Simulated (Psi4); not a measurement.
Psi4 1.11, WB97X/def2-svp: MIBK (CC(=O)CC(C)C), 19 atoms. The geometry is a generated start, not checked to be a minimum at this level.

```
Quantity                              Value
--------------------------  ---------------
task                                 energy
method                                wb97x
basis                              def2-svp
memory                                 3 GB
maxiter                                 100
keys of the molecule block      symmetry c1
scf_type                       df (default)
e_convergence               1e-06 (default)
d_convergence               1e-06 (default)
dft_radial_points              75 (default)
dft_spherical_points          302 (default)
basis functions                         158
grid points                          399818
```

```xyz
19

C     -1.8491    -1.3309     0.4703
C     -0.8899    -0.1480     0.5750
C     -1.5359     1.1181     0.0187
C      0.4146    -0.4537    -0.1661
C      1.5367     0.5027     0.1745
C      2.7359     0.4020    -0.7407
O      1.5013     1.2622     1.1088
H     -1.4017    -2.2319     0.8865
H     -2.7685    -1.1238     1.0135
H     -2.1031    -1.5228    -0.5708
H     -0.6445     0.0231     1.6280
H     -1.7670     0.9977    -1.0392
H     -2.4604     1.3350     0.5479
H     -0.8672     1.9670     0.1357
H      0.2502    -0.4533    -1.2456
H      0.7654    -1.4550     0.1059
H      3.5007     1.1100    -0.4322
H      2.4420     0.6092    -1.7670
H      3.1408    -0.6075    -0.7033
```

With the defaults (diis = true, scf_initial_accelerator = adiis, damping_percentage = 0, diis_max_vecs = 10, diis_start = 1, guess = auto, which took SAD) it converges in 9 SCF iterations. One run each on 2 threads, with these changes:
- guess = sapgau
- diis = false, scf_initial_accelerator = none, damping_percentage = 60
- scf_initial_accelerator = none
- scf_initial_accelerator = ediis
- guess = huckel
- diis_start = 4
- guess = sap
- guess = sadno
- diis_max_vecs = 20

Q: Which runs fail or end elsewhere than the default run?

A: No convergence: diis = false, scf_initial_accelerator = none, damping_percentage = 60 (the run ends without SCF convergence in 100 iterations). The rest reach the solution of the defaults.

| setting | SCF iterations | end |
|---|---|---|
| the defaults | 9 | same solution |
| diis_max_vecs = 20 | 9 | same solution |
| scf_initial_accelerator = ediis | 9 | same solution |
| guess = sapgau | 9 | same solution |
| guess = sadno | 9 | same solution |
| guess = huckel | 9 | same solution |
| scf_initial_accelerator = none | 9 | same solution |
| guess = sap | 10 | same solution |
| diis_start = 4 | 11 | same solution |
| diis = false, scf_initial_accelerator = none, damping_percentage = 60 | 100 | no convergence |
